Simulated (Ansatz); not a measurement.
## TaC: isotropic strain −0.50 %

Consider TaC in the rock salt structure (space group Fm-3m, No. 225; a = 4.4400 Å; relaxed with 0.1 eV smearing).

Modification: every lattice vector is shortened by 0.50 %; the atoms relax in the strained cell.

Computed with Ansatz (a first-principles code) PBEsol, scalar-relativistic without spin-orbit coupling, earlier PAW set. Settings: 22×22×22 k-points, 0.1 eV Fermi–Dirac smearing.

```tsv
quantity	base	changed	shift
space group	Fm-3m (No. 225)	Fm-3m (No. 225)	–
energy relative to the base (free energy F)	0 meV/atom	+2.7 meV/atom	+2.7 meV/atom
pressure	0.0 GPa	5.3 GPa	+5.3 GPa
band gap	zero	zero	–
```

No phonon test of stability was made. All final runs are without spin polarisation. An odd electron count without spin: TaC.
